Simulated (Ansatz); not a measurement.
Reference: Zr2InN (P6_3/mmc), PBEsol, DFPT electron-phonon coupling, linearised Boltzmann equation (plane waves, PAW, scalar-relativistic; Ansatz, an electronic-structure program); geometry: relaxed with this functional, without spin-orbit coupling.

InZr2N has the hexagonal space group P6₃/mmc (No. 194), Pearson symbol hP8. Conventional cell: a = 3.2641 Å, b = 3.2641 Å, c = 14.7807 Å, α = 90.00°, β = 90.00°, γ = 120.00°. Zr on 4f has 3 N at 2.253 Å and 3 In at 3.099 Å. In on 2d has 6 Zr at 3.099 Å and 6 In at 3.264 Å (anticuboctahedral). N on 2a sees 6 Zr at 2.253 Å (octahedral). (Neighbours: up to the widest gap in distance over summed covalent radii, below 1.35, at either atom; cation-cation and far metal-metal contacts left out.)

The resistivity at 300 K is 29 μΩ·cm. The mean free path at 300 K comes out as 7.7 nm. The electron-phonon coupling λ comes out as 0.35. The logarithmic mean phonon energy is 21 meV.

Q: Replace Zr by Ti on the same sites and relax. What happens?

A: Ti2InN (P6_3/mmc): volume per atom 17.0 to 14.0 Å³; resistivity at 300 K stays about the same (29 μΩ·cm to 32 μΩ·cm); mean free path at 300 K stays about the same (7.7 nm to 7.7 nm); electron-phonon coupling λ rises (0.35 to 0.42); logarithmic mean phonon energy rises (21 meV to 26 meV).

Moves up to 15 % count as about the same. Metals; harmonic phonons alone scatter; means over directions. The mean free path is weighted by the current that each state carries. Halving the electron mesh moves these values by up to 10 %; q meshes are mostly untested. Spin-orbit coupling is left out.

Computed structure with no diffraction record at hand here (it may be known, metastable or hypothetical): Ti2InN (P6_3/mmc), Zr2InN (P6_3/mmc).
